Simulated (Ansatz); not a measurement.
Ansatz (a first-principles code) run on SrNi2As2 (I4mm, 5 atoms in the cell): self-consistent single point.

Method: LDA (PW92), default PAW files made with PBE (plane waves; Ansatz).

```xyz
5
Lattice="-2.0468 2.0468 5.5231 2.0468 -2.0468 5.5231 2.0468 2.0468 -5.5231" Properties=species:S:1:pos:R:3 pbc="T T T"
Sr     0.0000     0.0000     0.0500
Ni     0.0000     2.0468     2.7615
Ni     2.0468     0.0000     2.7615
As     0.0000     0.0000     7.1278
As     0.0000     0.0000     3.9184
```

Reference input (self-consistent single point, DFT, LDA (PW92), plane waves, default PAW files made with PBE): basis.ecutwfc = 420 eV; kpoints.mp_grid.grid = 6 6 6; hamiltonian.xc = lda; hamiltonian.pseudopotentials = {kind: paw} (the program's default PAW files); scf.occupations.method = fermi_dirac; scf.occupations.width = 0.1 eV. This run's input differs from it in these lines:

Ansatz 0.2 input:
```diff
@@ -12,3 +12,3 @@
 basis:
-  ecutwfc: 420.0
+  ecutwfc: 190.0
 kpoints:
```

Log, with long lists cut:

```
SCF iter   1: F=—  HF=-24496.545059 eV  |F-HF|=—  |Δ(HF+E_count)|=         —  Δρ=2.21e-1  dr2=2.27e1  ethr=1.77e-3  ⟨swp⟩=5.7  Hψ=4947  notcnv=0  defer=4
all-band conjugate gradients solve this SCF's bands
preconditioner: auto → LDOS
SCF iter   2: F=—  HF=-24500.320675 eV  |F-HF|=—  |Δ(HF+E_count)|=    3.78e0  Δρ=3.50e-1  dr2=5.90e1  ethr=1.77e-3  ⟨swp⟩=3.8  Hψ=4491  notcnv=0  defer=21
   [... lines left out ...]
SCF iter   7: F=—  HF=-24485.878117 eV  |F-HF|=—  |Δ(HF+E_count)|=   3.63e-4  Δρ=7.39e-4  dr2=6.09e-4  ethr=7.40e-6  ⟨swp⟩=1.0  Hψ=1345  notcnv=0  defer=36
SCF iter   8: F=—  HF=-24485.878056 eV  |F-HF|=—  |Δ(HF+E_count)|=   6.09e-5  Δρ=2.73e-4  dr2=7.46e-5  ethr=8.01e-7  ⟨swp⟩=1.0  Hψ=1344  notcnv=0  defer=36
SCF iter   9: F=—  HF=-24485.878055 eV  |F-HF|=—  |Δ(HF+E_count)|=   1.17e-6  Δρ=5.82e-5  dr2=2.80e-6  ethr=9.81e-8  ⟨swp⟩=2.0  Hψ=1562  notcnv=0  defer=36
SCF iter  10: F=-24485.878055 eV  HF=-24485.878055 eV  |F-HF|=2.56e-8  |Δ(HF+E_count)|=   2.34e-7  Δρ=6.10e-6  dr2=3.16e-8  ethr=1.32e-10  ⟨swp⟩=7.4  Hψ=5340  notcnv=0
SCF 1 converged in 10 iterations: F = -24485.878055 eV  dr2 = 3.16e-8
Free energy (F): -24485.878055 eV
Internal energy: -24485.759383 eV  (E = F + TS)
E sigma→0 (E₀):  -24485.818719 eV
Entropy (-TS):   -0.118672 eV (-23.734 meV/atom)
Fermi energy:    11.767898 eV
--- Forces (eV/Å), atoms counted from 1 ---
  atom   1  Sr     0.00000000    -0.00000000    -0.11397659
  atom   2  Ni     0.00000000     0.00000000     0.03300793
  atom   3  Ni    -0.00000000     0.00000000     0.03300793
  atom   4  As    -0.00000000    -0.00000000    -1.35071076
  atom   5  As     0.00000000    -0.00000000     1.39867816
--- Stress (GPa, compression-positive) ---
        3.743628       0.000000       0.000000
        0.000000       3.743628       0.000000
        0.000000      -0.000000      -0.646218
  P = ⅓ Tr σ = 2.2803 GPa (22.803 kbar)
  The stress holds the Pulay correction. Without it, at fixed plane waves, as pw.x and ABINIT print it: P = -435.0535 GPa
```

The run converged in 10 iterations. Against the reference run the free energy goes up by 11.2 eV/atom, the pressure goes from -6.48 to 2.28 GPa and the largest force goes from 0.242 to 1.399 eV/Å.

The starting cell comes from a database of computed structures (which also holds hypothetical and non-ambient phases and stackings), without a prior relaxation at this level. Its lattice was rescaled by up to half a per cent. One atom was moved a little off its site on purpose. Spin polarisation is off, so a magnetic state, if there is one, cannot be reached. Forces in this geometry exceed 1 eV/Å. Ansatz's pressure includes its estimate of the finite-basis (Pulay) stress. Without the estimate this run gives -435.05 GPa. The cutoff lies below the one recommended for these files.
